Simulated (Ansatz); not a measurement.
TaN (model structure, from the NbAs type, I4₁md, No. 109), treated with LDA in Ansatz (PAW).

Input:

Ansatz 0.2 input:
```yaml
crystal:
  lattice:
    - [-1.4444121269, 1.4444121269, 5.1017082021]
    - [1.4444121269, -1.4444121269, 5.1017082021]
    - [1.4444121269, 1.4444121269, -5.1017082021]
  atoms:
    - { symbol: Ta, position: [0.4988624528, 0.4988624528, 0.0] }
    - { symbol: Ta, position: [0.2488624528, 0.7488624528, 0.5] }
    - { symbol: N, position: [0.9171375472, 0.9171375472, 0.0] }
    - { symbol: N, position: [0.6671375472, 0.1671375472, 0.5] }
basis:
  ecutwfc: 520
  ecutrho_ratio: 4
  xc_grid: 2
kpoints:
  mp_grid: { grid: [18, 18, 18] }
hamiltonian:
  xc: lda
  dispersion: none
  pseudopotentials: { kind: paw }
scf:
  occupations: { method: fermi_dirac, width: 0.01 }
output:
  forces: true
  stress: true
  eigenvalues: true
relax:
  f_tol: 0.004
  escape_saddle: false
  max_steps: 80
  cell: { stress_tol: 0.02, fix: [volume] }
```

Excerpt of the program's output:

```
Relaxation: its limit of steps is 80 (relax.max_steps)
Crystal: 4 atoms, lattice volume = 42.575 Å³
Basis set: ecut = 520 eV, 1135 PW (Γ), FFT grids on a1+a3, a2+a3, a3, exchange–correlation on 48×48×90 points (8 copies of the dense FFT grid, shifted against one another)
Bands: 22, of which v1, the nominal top of the filled ones, is band 18 counted from 1 (17 counted from 0)
Symmetry: 8 space group operations
Space group: I41md (ITA 109), of the structure as read, at distance tolerance 3.5e-5 Å
k-points: 480 of 5832 (time reversal used)
Functional: x = slater, c = lda
SCF iter   1: F=—  HF=-20118.437520 eV  |F-HF|=—  |Δ(HF+E_count)|=         —  Δρ=1.53e-2  dr2=8.98e-2
SCF iter   2: F=—  HF=-20118.417826 eV  |F-HF|=—  |Δ(HF+E_count)|=   1.97e-2  Δρ=5.22e-3  dr2=3.42e-3
  ...
SCF 1 converged in 6 iterations: F = -20118.417268 eV  dr2 = 1.68e-9
Crystal: 4 atoms, lattice volume = 42.575 Å³
Initial density: handed on by an earlier stage of this run
SCF 2 converged in 6 iterations: F = -20118.417246 eV  dr2 = 3.08e-12
Crystal: 4 atoms, lattice volume = 42.575 Å³
SCF 3 converged in 6 iterations: F = -20118.417343 eV  dr2 = 9.08e-13
Crystal: 4 atoms, lattice volume = 42.575 Å³
SCF 4 converged in 6 iterations: F = -20118.417355 eV  dr2 = 1.91e-13
Crystal: 4 atoms, lattice volume = 42.575 Å³
SCF iter   7: F=-20118.417355 eV  HF=-20118.417355 eV  |F-HF|=7.28e-12  |Δ(HF+E_count)|=    0.00e0  Δρ=8.06e-9  dr2=2.28e-14
SCF iter   8: F=-20118.417355 eV  HF=-20118.417355 eV  |F-HF|=7.28e-12  |Δ(HF+E_count)|=  1.09e-11  Δρ=3.49e-9  dr2=3.90e-15
SCF 5 converged in 8 iterations: F = -20118.417355 eV  dr2 = 3.90e-15
SCF converged after 8 iterations
Free energy (F): -20118.417355 eV
Internal energy: -20118.417355 eV  (E = F + TS)
E sigma→0 (E₀):  -20118.417355 eV
Fermi energy:    20.336275 eV
--- Forces (eV/Å), atoms counted from 1 ---
  atom   1  Ta    -0.00000000     0.00000000    -0.00009374
  atom   2  Ta     0.00000000    -0.00000000    -0.00009374
  atom   3  N     -0.00000000     0.00000000     0.00009373
  atom   4  N      0.00000000    -0.00000000     0.00009373
--- Stress (GPa, compression-positive) ---
       -7.200574       0.000000      -0.000000
        0.000000      -7.200574      -0.000000
       -0.000000      -0.000000      -7.200207
  P = ⅓ Tr σ = -7.2005 GPa (-72.005 kbar)
```

The cell is one volume of an energy–volume scan, off the minimum.

The PAW data were made under PBE.

Note: the cell keeps the symmetry of its start, so it can be a saddle point.

Cost on a shared machine: around 2.6 core-minutes (rough).

A model structure was made by putting elements into a prototype or built by hand; it is no filed structure, need not be a known phase, and can be a saddle point held by its symmetry.

Ansatz is a first-principles code.
